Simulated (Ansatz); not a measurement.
Base system: GaN in the zinc blende structure (space group F-43m, No. 216; a = 4.498 Å).

Computed with r2SCAN (Ansatz, a quantum-chemistry and plane-wave program), no SOC.

```csv
level,band gap,lattice parameter a,electron mass at Γ
r2SCAN,2.17 eV,4.498 Å,0.171 mₑ
```

Measured: band gap 3.48 eV (static lattice; corrected from measurement; as listed in I. Vurgaftman, J. R. Meyer, L. R. Ram-Mohan, Journal of Applied Physics (2001)); lattice parameter a 4.5 Å (room temperature; as listed in I. Vurgaftman, J. R. Meyer, L. R. Ram-Mohan, Journal of Applied Physics (2001)); electron mass at Γ 0.15 mₑ (temperature not stated; as listed in I. Vurgaftman, J. R. Meyer, L. R. Ram-Mohan, Journal of Applied Physics (2001)).

Computed minus measured — band gap: r2SCAN -1.31 eV; lattice parameter a: r2SCAN -0.0 %; electron mass at Γ: r2SCAN +14 %. Measured values not marked as corrected hold thermal and zero-point effects that the static-lattice runs lack. A measured gap can be an optical one, lowered by exciton binding. Levels without spin-orbit coupling miss its lowering of the gap, often about a third of the valence-band splitting.

Effective masses come from finite differences of ±0.01 Å⁻¹. Whether these cells are dynamically stable was not tested. This is not the structure that GaN has at room temperature and ambient pressure.
